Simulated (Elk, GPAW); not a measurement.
An Elk input for a self-consistent single point of SnTe (Fm-3m, 2 atoms in the cell) (DFT, PBE, all-electron FP-LAPW, Elk's shipped species files, APW+lo basis with extra local orbitals):

```
tasks
  0

xctype
  20

rgkmax
  8.0

gmaxvr
  14.0

nxlo
  2

lorbcnd
  .true.

lmaxi
  3

stype
  0

swidth
  0.00499791

scale
  8.181866411

avec
    0.0000000000    0.7071067812    0.7071067812
    0.7071067812    0.0000000000    0.7071067812
    0.7071067812    0.7071067812    0.0000000000

sppath
  './'

atoms
  2   : nspecies
  'Sn.in'   : spfname
  1   : natoms; atposl, bfcmt below
  0.0000000000  0.0000000000  0.0000000000    0.0 0.0 0.0
  'Te.in'   : spfname
  1   : natoms; atposl, bfcmt below
  0.5000000000  0.5000000000  0.5000000000    0.0 0.0 0.0

ngridk
  6 6 6
```

### Question
Translate this input to GPAW.

### Answer
This is the input that was run; spellings and numerical settings could be chosen otherwise.

```python
from ase import Atoms
from ase.units import GPa
from gpaw import GPAW, PW

atoms = Atoms(['Sn', 'Te'],
              cell=[[0.000000, 3.061530, 3.061530],
                    [3.061530, 0.000000, 3.061530],
                    [3.061530, 3.061530, 0.000000]],
              scaled_positions=[[0.000000, 0.000000, 0.000000],
                                [0.500000, 0.500000, 0.500000]],
              pbc=True)

calc = GPAW(mode=PW(600),
            xc='PBE',
            kpts={'size': (6, 6, 6), 'gamma': True},
            occupations={'name': 'methfessel-paxton', 'width': 0.136, 'order': 0},
            nbands=-4,
            convergence={'density': 1e-05, 'bands': -2},
            symmetry={'symmorphic': False, 'tolerance': 0.0005},
            maxiter=120,
            txt='-')

atoms.calc = calc

energy = atoms.get_potential_energy()
print('Energy (eV):', round(energy, 6))
forces = atoms.get_forces()
print('Forces (eV/Ang):')
print(forces.round(5))
stress = atoms.get_stress()
print('Stress (GPa, Voigt):', (stress / GPa).round(4))
```

Basis, cutoffs, solver keys and any potentials are the target program's own. This input uses DFT PBE, plane waves, GPAW PAW datasets PBE (gpaw-data 1.0.1).

The starting cell comes from a database of computed structures (which also holds hypothetical and non-ambient phases and stackings), without a prior relaxation at this level. Its lattice was rescaled by a random factor within 2.5 % of one. For this run, on top of that: lattice scaled by 0.98.
